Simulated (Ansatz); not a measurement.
Data:

```
CELL_PARAMETERS angstrom
      0.00000     1.92070     1.86308
      1.92070     0.00000     1.86308
      1.92070     1.92070     0.00000
ATOMIC_POSITIONS crystal
  Pd 0.00000 0.00000 0.00000
```

No spin polarisation.

Computed with Ansatz (a program for electronic structure), LDA, PAW, cutoff 420 eV, no spin-orbit coupling. Settings: 29×29×29 k-points, 0.1 eV Fermi–Dirac smearing.

What is the computed stress (xx, yy, zz, yz, xz, xy; compression positive)?

(6.8, 6.8, 9.0, 0.0, 0.0, 0.0) GPa.

Predict the space group.

I4/mmm (No. 139).

The cells carry an imposed strain or load. Whether these cells are dynamically stable was not tested. The final runs are not spin-polarised. The cell was made from Pd in the fcc (Cu type) structure (space group Fm-3m, No. 225) by this change: uniaxial strain ε_zz = −3.00 %.
